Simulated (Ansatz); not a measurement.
The reference is TiTe₂ in the CdI2 type structure (space group P-3m1, No. 164; a = 3.6188 Å, c = 6.2253 Å; layered, stacked along the Cartesian z axis; relaxed with 0.1 eV smearing). Axes: x lies along a and z along c of the hexagonal cell.

Method: PBEsol-D3(BJ) (Ansatz, a first-principles code, PAW, scalar-relativistic without spin-orbit coupling).

Base values:

The volume per atom is 23.53 Å³.

The change: uniaxial stress, 1 GPa compression along x, with the cell and atoms free to relax against it.

**Question.** Estimate the effect on the volume per atom.

**Answer.** The volume per atom shrinks by 0.138 Å³ to 23.40 Å³.

Load acts through the strain it causes; cell and atoms are relaxed under it. Beyond what the load breaks, stability against distortions was not tested. The final runs are not spin-polarised.
